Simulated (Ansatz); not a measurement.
Start from InSb in the zinc blende structure (space group F-43m, No. 216).

```xyz
2
Lattice="0.0000 3.2786 3.2786 3.2786 0.0000 3.2786 3.2786 3.2786 0.0000" Properties=species:S:1:pos:R:3 pbc="T T T"
Sb     4.9180     4.9180     4.9180
In     0.0000     0.0000     0.0000
```

The other end (x = 1) is NbIn in the zinc blende structure (space group F-43m, No. 216; a hypothetical phase, not in the database extracts checked): 31.06 Å³/atom, gap zero; this end may not be an ambient phase.

Calculations: Ansatz (a program for electronic structure), r2SCAN, PAW, cutoff 500 eV, spin-orbit coupling left out, earlier PAW set.

Nb replaces a fraction x of Sb; each row is one arrangement (x, atoms in the cell, starting space group or random), fully relaxed.

One change was made to it. Results:

| quantity | base | after |
|---|---|---|
| mean first-shell distances | – | Sb–In 2.851 Å (end compound 2.839 Å), Nb–In 2.818 Å (end compound 2.722 Å) |
| volume per atom | 35.24 Å³ | 35.33 Å³ |
| band gap | zero | zero |

Q: Which change produced these results?
A) x(Nb) = 0.25, 8 atoms, Pmm2
B) x(Nb) = 0.333, 6 atoms, I-4m2
C) x(Nb) = 0.25, 8 atoms, R3m

A: A, x(Nb) = 0.25, 8 atoms, Pmm2. For comparison, the mean first-shell distances in the other runs: x(Nb) = 0.25, 8 atoms, R3m gives Sb–In 2.832 Å (end compound 2.839 Å), Nb–In 2.817 Å (end compound 2.722 Å); x(Nb) = 0.333, 6 atoms, I-4m2 gives Sb–In 2.847 Å (end compound 2.839 Å), Nb–In 2.815 Å (end compound 2.722 Å).

Each cell is one ordered arrangement of few atoms, which overstates ordering effects compared with a random alloy. Spin-orbit coupling, missing from the scalar runs, can matter with Sb. Stability against distortions was not tested. All final runs are without spin polarisation. NbIn has a high density of states at the Fermi level and may be magnetic at this level. Gaps under 0.05 eV, about the width of the smearing, are given as zero. The zero or small gap of NbIn4Sb3, InSb and NbIn3Sb2 can change with the level of theory.
